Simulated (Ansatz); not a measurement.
## Nb3Sn in the A15 (Cr3Si type) structure (space group Pm-3n, No. 223)

```
CELL_PARAMETERS angstrom
      5.30438     0.00000     0.00000
      0.00000     5.30438     0.00000
      0.00000     0.00000     5.30438
ATOMIC_POSITIONS crystal
  Nb 0.25000 0.00000 0.50000
  Nb 0.75000 0.00000 0.50000
  Nb 0.00000 0.50000 0.25000
  Nb 0.00000 0.50000 0.75000
  Nb 0.50000 0.25000 0.00000
  Nb 0.50000 0.75000 0.00000
  Sn 0.00000 0.00000 0.00000
  Sn 0.50000 0.50000 0.50000
```

Calculations: r2SCAN (Ansatz, an electronic-structure program, PAW, scalar-relativistic without spin-orbit coupling). k-mesh 9×9×9 (Γ-centred); smearing 0.05 eV (Fermi–Dirac).

```yaml
volume_per_atom: 18.66 Å³
density: 8.84 g/cm³
band_gap: zero
total_energy: -4932.608 eV/atom (σ→0; compares only within this code and set-up)
```

Stability against distortions was not tested. The final runs are not spin-polarised.
